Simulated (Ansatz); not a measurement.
A working Ansatz (a quantum-chemistry and plane-wave program) input for the (101) slab of Ti2B (cut from a parent of space group no. 194; 18 atoms in the cell) (DFT, PBE, plane waves, default PAW files):

Ansatz 0.2 input:
```yaml
crystal:
  lattice:
    - [4.190685, 0.000000, 0.000000]
    - [-2.095343, 6.287841, 0.000000]
    - [0.000000, 0.000000, 18.644100]
  atoms:
    - { symbol: Ti, position: [0.639236, 0.820139, 0.347665] }
    - { symbol: Ti, position: [0.472521, 0.486709, 0.268181] }
    - { symbol: Ti, position: [0.000355, 0.542377, 0.360913] }
    - { symbol: Ti, position: [0.278117, 0.097901, 0.334417] }
    - { symbol: Ti, position: [0.972666, 0.486998, 0.506627] }
    - { symbol: Ti, position: [0.805951, 0.153568, 0.427143] }
    - { symbol: Ti, position: [0.333785, 0.209236, 0.519870] }
    - { symbol: Ti, position: [0.611546, 0.764759, 0.493379] }
    - { symbol: Ti, position: [0.306095, 0.153857, 0.665589] }
    - { symbol: Ti, position: [0.139380, 0.820427, 0.586105] }
    - { symbol: Ti, position: [0.667214, 0.876095, 0.678831] }
    - { symbol: Ti, position: [0.944976, 0.431618, 0.652340] }
    - { symbol: B, position: [0.833640, 0.208948, 0.281430] }
    - { symbol: B, position: [0.444832, 0.431330, 0.413900] }
    - { symbol: B, position: [0.167070, 0.875807, 0.440391] }
    - { symbol: B, position: [0.778261, 0.098189, 0.572857] }
    - { symbol: B, position: [0.500499, 0.542665, 0.599353] }
    - { symbol: B, position: [0.111691, 0.765048, 0.731819] }
kpoints:
  mp_grid: { grid: [3, 3, 1] }
hamiltonian:
  xc: pbe
  pseudopotentials: { kind: paw }
scf:
  occupations: { method: cold, width: 0.1 }
output:
  forces: true
  eigenvalues: true
  stress: true
```

The run converged in 11 iterations: free energy E − TS (on the zero of these files) -30926.0620 eV; Fermi level (on the code's own zero) 4.26 eV; pressure averaged over the cell with its vacuum -5.52 GPa; largest force (vector length) 2.706 eV/Å. Each of these slips is then made, one at a time:

(1)
```diff
-  forces: true
+  force: true
```

(2)
```diff
+  max_iter: 40
+  convergence: { dr2_threshold: 1.0e-22 eV }
```

### Question
How does each altered input end?

### Answer

(1) A keyword that the program does not know. The program stopped before any SCF iteration.
```
Error: YAML parse error: error: line 33 column 3: unknown field `force`, expected one of write_density, write_potential, write_potential_components, volumetric_format, write_bands, fatbands, populations, hubbard, elf, band_densities, bader, dos, optics, efg, charged_corrections, wannier, polarization, topological_invariants, transmission, current_v [...]
```

(2) A threshold far tighter than needed, beside a limit on iterations. The run converged in 31 iterations, and against the sound input the free energy stays essentially unchanged (within 1 meV/atom) and the largest force stays at 2.706 eV/Å. It cost iterations: the sound input took 11.

The starting cell was generated: these elements placed on a structure prototype, without a prior relaxation; it need not be a known phase or ordering of this composition. The slab is cut from that crystal, and its faces are unrelaxed. Spin polarisation is off. The two faces of this cut differ, and no dipole correction was used. In the base run, forces exceed 1 eV/Å. Without a gap this mesh is coarse (it stands for a supercell whose shortest in-plane vector is 13 Å).

Left out of this page: 1 run of the series stopped by limits of time or memory; 3 runs of the series outside the window shown, repeating another row's setting, or not comparable.
